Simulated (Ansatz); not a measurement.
```cif
data_Pb2Pt2
_chemical_formula_sum 'Pt2 Pb2'
_space_group_name_H-M_alt 'P 1'
_space_group_IT_number 1
_cell_length_a 4.29395
_cell_length_b 4.29395
_cell_length_c 5.47910
_cell_angle_alpha 90.000
_cell_angle_beta 90.000
_cell_angle_gamma 120.000
loop_
_space_group_symop_operation_xyz
  'x, y, z'
loop_
_atom_site_label
_atom_site_type_symbol
_atom_site_fract_x
_atom_site_fract_y
_atom_site_fract_z
_atom_site_occupancy
Pt1 Pt 0.00000 0.00000 0.50000 1
Pt2 Pt 0.00000 0.00000 0.00000 1
Pb1 Pb 0.33333 0.66667 0.25000 1
Pb2 Pb 0.66667 0.33333 0.75000 1
```

PtPb (P6_3/mmc), PBEsol, DFPT electron-phonon coupling, linearised Boltzmann equation (plane waves, PAW, scalar-relativistic; Ansatz, a program for electronic structure): the phonon-limited resistivity at 300 K is 12.8 μΩ·cm (x, the basal plane), 12.8 μΩ·cm (y, the basal plane), 26.8 μΩ·cm (z, c). Third figures are kept for the arithmetic.

**Question.** How anisotropic is it, and between which bounds lies a dense polycrystal with random grains and no boundary scattering?

**Answer.** Largest over smallest: 2.1. Upper bound, grains in series: (12.8 + 12.8 + 26.8)/3 = 17.5 μΩ·cm. Lower bound, grains side by side: 3/Σ(1/ρ) = 15.5 μΩ·cm. The best single-crystal direction lies 17 % under the lower bound.

**Question.** The current-weighted mean free path is 7.52 nm along x and 6.98 nm along z. How does ρ₀ℓ differ between these directions?

**Answer.** x: 12.8 × 7.52 = 9.6×10⁻¹⁶ Ω·m²; z: 26.8 × 6.98 = 18.7×10⁻¹⁶ Ω·m², a ratio of 1.94. The size effect in a wire also hangs on the velocities towards its walls, so the isotropic formulas don't carry over to this crystal.

A metal at this level (no band gap). Only scattering by harmonic phonons is included (no impurities, grain boundaries, electron-electron scattering or thermal expansion). Spin-orbit coupling is left out, which matters with elements this heavy. The run warned that the eigensolver left some states short of its tolerance. Halving the electron mesh (24x24x16) moves the resistivity by up to 7 % at 300 K, the mean free path by up to 9 %. Smearing 0.20 eV; phonons on a 4x4x3 q mesh, which this run doesn't test.

Formula and space group known from diffraction (Crystallography Open Database), not checked to be the room-temperature form: PtPb (P6_3/mmc).
